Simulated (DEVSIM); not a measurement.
System: abrupt Si p-n junction, at 300 K.

Layer 1 from the left is Si, thickness (μm) 27.0, Na (cm⁻³) 1.3e15, τn (s) 1.1e-5, τp (s) 1.1e-5. Layer 2 from the left is Si, thickness (μm) 140, Nd (cm⁻³) 1.6e16, τn (s) 1.1e-5, τp (s) 1.1e-5.

Left contact: ohmic. Right contact: ohmic. Voltage is applied to the left contact. Recombination: SRH at mid-gap, radiative, Auger. Mobility is constant in doping.

This is a model device: material constants are rounded textbook-type values typed into the input, and sizes, dopings and lifetimes were drawn at random. Values at 300 K.

Si: gap (eV) 1.124, affinity (eV) 4.05, permittivity 11.7, Nc (cm⁻³) 2.86e19, Nv (cm⁻³) 3.1e19, μn (cm²/Vs) 1417, μp (cm²/Vs) 470, B (cm³/s) 4.7e-15, Cn (cm⁶/s) 2.8e-31, Cp (cm⁶/s) 9.9e-32.

Simulated with DEVSIM: 1D drift-diffusion, Boltzmann statistics, complete ionisation; no tunnelling, impact ionisation, image-force lowering or self-heating.

Problem. What does the simulation give for the dark forward voltage at 100 A/cm², the potential step across the device at zero bias, the largest field in the device at zero bias?

Solution. dark forward voltage at 100 A/cm² 1.031 V; potential step across the device at zero bias 0.670 V; largest field in the device at zero bias 15000 V/cm.
